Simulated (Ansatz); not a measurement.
# PBE against r2SCAN: TiAl, isotropic strain +0.81 %

Consider TiAl (space group P4/mmm, No. 123; a = 2.824 Å, c = 4.075 Å; relaxed with 0.1 eV smearing).

(Cell as relaxed with PBE.)

Levels (all Ansatz, a first-principles code, PAW, earlier PAW set): PBE (420 eV, no spin-orbit coupling); r2SCAN (500 eV, no SOC).

Each level relaxes its own structure.

```json
[
 {"base": "volume per atom", "PBE": "16.25 Å³", "r2SCAN": "16.07 Å³"},
 {"base": "lattice parameter a", "PBE": "5.336 bohr", "r2SCAN": "5.315 bohr"},
 {"base": "band gap", "PBE": "zero", "r2SCAN": "zero"}
]
```

The change: the cell is scaled by 1.0081 in all directions; the atoms relax in the strained cell.

| quantity | PBE | r2SCAN |
|---|---|---|
| pressure (mean of the normal stresses, compression positive) | -2.6 GPa | -2.8 GPa |
| energy relative to the base (free energy F) | +3.3 meV/atom | +3.5 meV/atom |

PBE's pressure lies 0.2 GPa above r2SCAN's. Neither level is exact; r2SCAN is the comparison here, not a measurement.

No phonon test of stability was made. The final runs are not spin-polarised.
